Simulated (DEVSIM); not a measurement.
Structure: abrupt GaP n-p junction, at 400 K.

Layer 1 from the left is GaP, thickness (μm) 1.20, Nd (cm⁻³) 1.5e18, τn (s) 9.2e-7, τp (s) 9.2e-7. Layer 2 from the left is GaP, thickness (μm) 24.0, Na (cm⁻³) 4.6e17, τn (s) 9.2e-7, τp (s) 9.2e-7.

Left contact: ohmic. Right contact: ohmic. Voltage is applied to the left contact. Recombination: SRH at mid-gap, Auger. Mobility is constant in doping.

This is a model device: material constants are rounded textbook-type values typed into the input, and sizes, dopings and lifetimes were drawn at random. Values at 300 K; Nc and Nv go as T^1.5, mobilities as T to minus their exponent, the gap by Varshni's rule with the affinity fixed.

GaP: gap (eV) 2.26, affinity (eV) 3.8, permittivity 11.1, Nc (cm⁻³) 1.8e19, Nv (cm⁻³) 1.9e19, μn (cm²/Vs) 250, μp (cm²/Vs) 150, T exponent of μn 1.6, T exponent of μp 1.98, Cn (cm⁶/s) 1e-30, Cp (cm⁶/s) 1e-30, Varshni α (eV/K) 0.00058, Varshni β (K) 372.

DEVSIM, 1D drift-diffusion, Boltzmann statistics, complete ionisation; no tunnelling, impact ionisation, image-force lowering or self-heating.

Dark forward current:

```tsv
|V| (V)	|J| (A/cm²)
0.25	3.059e-13
0.50	1.276e-11
0.70	2.514e-10
0.75	5.313e-10
0.80	1.126e-9
0.85	2.393e-9
0.90	5.111e-9
0.95	1.101e-8
1.00	2.410e-8
1.05	5.431e-8
1.10	1.286e-7
1.15	3.292e-7
1.20	9.362e-7
1.25	2.992e-6
1.30	1.062e-5
1.35	4.066e-5
1.40	0.0001634
1.45	0.0006753
1.50	0.002833
1.55	0.01197
1.60	0.05081
1.65	0.2159
1.70	0.9139
1.75	3.803
1.80	14.83
1.85	48.81
```

Work out the local ideality factor n = ΔV / (kT/q · ln(J2/J1)) between the rows 0.25 and 0.50 V, 1.60 and 1.65 V, 1.80 and 1.85 V.

kT/q = 34.47 mV. From 0.25 to 0.50 V: ln(1.276e-11/3.059e-13) = 3.731, n = 1.94, near the 2 of recombination in the depletion region. From 1.60 to 1.65 V: ln(0.2159/0.05081) = 1.447, n = 1.00, near the 1 of diffusion or emission over a barrier. From 1.80 to 1.85 V: ln(48.81/14.83) = 1.191, n = 1.22; the layers' resistance at their doping, Σ W/(qμN) = 0.00039 Ω cm², would take 13 mV of this step of 50 mV.

Estimate the current at 1.55 V from the Shockley equation with J0 = Σ q ni² D/(N L) coth(W/L), τ joining the SRH, radiative and Auger lifetimes that are on, and W taken as the whole layer.

ni² = 9.34e10 cm⁻⁶; holes in the n layer: μ = 84.9 cm²/Vs, D = 2.93 cm²/s, τ = 3.00e-7 s, L = 9.36 μm, W/L = 0.13, term 2.45e-22 A/cm²; electrons in the p layer: μ = 158 cm²/Vs, D = 5.44 cm²/s, τ = 7.70e-7 s, L = 20.5 μm, W/L = 1.2, term 1.05e-22 A/cm². J0 = 3.49e-22 A/cm², and J = J0 exp(qV/kT) = 0.0118 A/cm². The simulation gives 0.0120 A/cm²; the estimate lies 1.4 % below. The estimate leaves out recombination in the depletion region and that region's share of W.
